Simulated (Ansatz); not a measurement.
Given:

```
GaP
1.0
    3.85488     0.00000     0.00000
    0.00000     3.85488     0.00000
    1.92744     1.92744     2.72581
Ga P
1 1
Cartesian
  0.00000   0.00000   0.00000
  3.85488   1.92744   1.36291
```

Space group of this cell: F-43m, zinc blende. The cell is taken as given.

These are r2SCAN (plane waves, PAW; Ansatz, an electronic-structure program) values and carry that method's errors.

The current runs along the normal of the first two printed vectors; no spin-orbit coupling. Scaled by the factor s: both lengths across the current (ions clamped). Meshes 12×12×12 and 8×8 across the current in all rows.

```json
[
 {"s": "0.98", "mean pressure (GPa)": "3.9", "band gap (eV)": "?"},
 {"s": "1.00", "mean pressure (GPa)": "0.0", "band gap (eV)": "1.85"},
 {"s": "1.02", "mean pressure (GPa)": "-3.2", "band gap (eV)": "1.71"}
]
```

### Question
Take the slope of the band gap against ln s from the two given rows, extrapolate to s = 0.98, and say what the run there gives.

### Answer
Slope = (1.71 − 1.85) / ln 1.02 = -7.07 eV. The line gives 1.85 + (-7.07) × ln 0.98 = 1.99 eV. The run gives 1.67 eV, 0.32 eV under the line, 226 % of the predicted step.
